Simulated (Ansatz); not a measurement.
Start from Si in the diamond structure (space group Fd-3m, No. 227; a = 5.444 Å). Axes: x, y, z lie along the cube axes.

Calculations: r2SCAN/PAW in Ansatz (a program for electronic structure), scalar-relativistic without spin-orbit coupling.

Base values:

| Property | Result |
|---|---|
| Shortest interatomic distance | 2.357 Å |
| Valence-band top at Γ | 0.00, 0.00, 0.00 eV |
| Valley order | a point along ⟨100⟩, about 1.0 Å⁻¹ from Γ 0.78 eV; L along ⟨111⟩ 1.84 eV |

It is then changed as follows: biaxial strain −0.50 %, plane normal [001], relaxed out of plane (Cartesian); in-plane vectors clamped, the third vector and the atoms free.

### Question
Estimate the effect on the shortest interatomic distance, valence-band top at Γ, valley order, out-of-plane strain and energy relative to the base.

### Answer
The shortest interatomic distance falls by 0.005 Å (2.357 Å → 2.352 Å); the valence-band top at Γ (three highest levels, from the VBM) changes from 0.00, 0.00, 0.00 eV to 0.00, 0.00, -0.07 eV; the valley order (the lowest conduction-band minima on the path, energy above the VBM, named in the base's zone) goes from a point along ⟨100⟩, about 1.0 Å⁻¹ from Γ 0.78 eV; L along ⟨111⟩ 1.84 eV to a point along [100], about 1.0 Å⁻¹ from Γ 0.72 eV; a point along [001], about 1.0 Å⁻¹ from Γ 0.80 eV; L along [1-1-1] 1.84 eV; the out-of-plane strain amounts to +0.36 %; the energy rises by 0.6 meV/atom.

The levels and masses belong to the bands next to the band gap. No phonon test of stability was made.
